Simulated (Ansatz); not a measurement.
Start from ZrSnO$_{3}$ in the cubic perovskite structure (space group Pm-3m, No. 221; a = 4.1287 Å; a hypothetical phase, not in the database extracts checked).

Now apply this change: an isotropic linear strain of +1.79 %, atoms relaxed at fixed cell.

Levels (all Ansatz, a first-principles code, PAW): PBEsol (420 eV, without spin-orbit coupling); r2SCAN (500 eV, scalar-relativistic without spin-orbit coupling); HSE06 (420 eV, no spin-orbit coupling).

At the geometry relaxed with PBEsol, these levels gave the following band gaps, in shuffled order: (a) 1.71 eV, (b) 2.12 eV, (c) 2.70 eV.

Match each gap to its level.

(a) PBEsol; (b) r2SCAN; (c) HSE06.

Single points use the geometry relaxed with PBEsol. HSE06 gaps are upper bounds (no full band path). Stability against distortions was not tested. Many cubic perovskites are stable only at high temperature; tilts and polar distortions were not tested.
